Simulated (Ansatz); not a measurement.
Effect of uniaxial strain ε_xx = −0.70 % on hypothetical fluorite ZrSe2

The parent structure is ZrSe2 in the fluorite structure (space group Fm-3m, No. 225; a = 6.508 Å; a hypothetical phase, not in the database extracts checked). Axes: x, y, z lie along the cube axes.

Now apply this change: the cell is compressed by 0.70 % along x with no lateral relaxation; the atoms relax in the strained cell.

Computed with PBEsol (Ansatz, a first-principles code), scalar-relativistic without spin-orbit coupling. Settings: 12×12×12 k-points, 0.05 eV Fermi–Dirac smearing.

- Volume per atom: 22.80 Å³ (base 22.96 Å³)
- Space group: I4/mmm (No. 139) (base Fm-3m (No. 225))
- Shortest interatomic distance: 2.811 Å (base 2.818 Å)
- Energy relative to the base (free energy F): +0.6 meV/atom
- Pressure (mean of the normal stresses, compression positive): 0.7 GPa (base 0.0 GPa)
- Band gap: zero (base zero)
- Stress (xx, yy, zz, yz, xz, xy; compression positive): (1.1, 0.4, 0.4, 0.0, 0.0, 0.0) GPa (rough)

Final structure:

```xyz
3
Lattice="0.0000 3.2538 3.2538 3.2310 0.0000 3.2538 3.2310 3.2538 0.0000" Properties=species:S:1:pos:R:3 pbc="T T T"
Zr     0.0000     0.0000     0.0000
Se     1.6155     1.6269     1.6269
Se     4.8465     4.8806     4.8806
```

Without a gap, meshes like the base's 12×12×12 leave anisotropic stresses uncertain by several tenths of a GPa, and small strain energies with them. Stability against distortions was not tested. The final runs are not spin-polarised.
